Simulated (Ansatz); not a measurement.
Start from Rh in the fcc (Cu type) structure (space group Fm-3m, No. 225; a = 3.802 Å; relaxed with 0.1 eV smearing). Axes: x, y, z lie along the cube axes.

Computed with r2SCAN (Ansatz, an electronic-structure program; PAW; 500 eV plane waves; no spin-orbit coupling).

For the base:

The pressure is 0.0 GPa.

Perturbation: the cell is stretched by 2.50 % along z with no lateral relaxation; the atoms relax in the strained cell.

Task: Predict the new pressure.

Result: The pressure (mean of the normal stresses, compression positive) goes from zero to -6.4 GPa.

Whether these cells are dynamically stable was not tested. All final runs are without spin polarisation. Rh lies near a magnetic instability that expansion can trigger; it was not tested.
